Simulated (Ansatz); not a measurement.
## Mo: response to strain

The reference is Mo in the bcc (W type) structure (space group Im-3m, No. 229; relaxed with 0.1 eV smearing).

Space group Im-3m (No. 229); a = b = c = 3.1611 Å, α = β = γ = 90.00°

| atom | site | symmetry | x | y | z |
|---|---|---|---|---|---|
| Mo | 2a | m-3m | 0.0000 | 0.0000 | 0.0000 |
(The calculation used a cell of 1 atom; values per cell refer to that cell.)

Strains are applied to the cell and any free atomic positions relax.

Calculations: PBE, PAW, 420 eV (Ansatz, a quantum-chemistry and plane-wave program; no spin-orbit coupling).

```json
[
 {"isotropic strain (%)": "-3", "pressure (GPa)": "28.7"},
 {"isotropic strain (%)": "-1", "pressure (GPa)": "8.3"},
 {"isotropic strain (%)": "-0.5", "pressure (GPa)": "4.0"},
 {"isotropic strain (%)": "0", "pressure (GPa)": "0.0"},
 {"isotropic strain (%)": "0.5", "pressure (GPa)": "-3.8"},
 {"isotropic strain (%)": "1", "pressure (GPa)": "-7.3"},
 {"isotropic strain (%)": "1.5", "pressure (GPa)": "?"},
 {"isotropic strain (%)": "2", "pressure (GPa)": "-13.6"},
 {"isotropic strain (%)": "3", "pressure (GPa)": "-19.0"}
]
```

**Question.** Fit P = P₀ − Bδ + Cδ² with δ = (1 + ε)³ − 1 to the rows shown and predict the withheld row.

**Answer.** Least squares on the printed values gives P₀ = 0.0 GPa, B = 267 GPa, C = 691 GPa (largest residual 0.2 GPa); this predicts -10.8 GPa, and the run gives -10.5 GPa, 0.3 higher.

Whether these cells are dynamically stable was not tested. All final runs are without spin polarisation.
